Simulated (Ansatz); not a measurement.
The reference is C in the diamond structure (space group Fd-3m, No. 227; a = 3.572 Å).

The change: every lattice vector is stretched by 2.50 %; the atoms relax in the strained cell.

Level of theory: PBE (Ansatz, a first-principles code; PAW; 420 eV plane waves; no spin-orbit coupling).

Base, band edges from the VBM (valence, conduction): X -6.28, 4.76; W -8.29, 10.60; L -2.80, 8.45; Γ 0.00, 5.58; K -5.35, 5.67; U -5.35, 5.67 eV.

### Question
Give the band edges at the high-symmetry points of the new zone, measured from its valence-band maximum.

### Answer
| point | valence edge (eV) | conduction edge (eV) |
|---|---|---|
| Γ | 0.00 | 5.38 |
| X | -5.84 | 4.60 |
| U | -4.97 | 5.47 |
| K | -4.97 | 5.47 |
| L | -2.60 | 7.81 |
| W | -7.67 | 10.27 |

The gap is 3.97 eV, indirect, Γ → Γ–X (74 % along).

Whether these cells are dynamically stable was not tested.
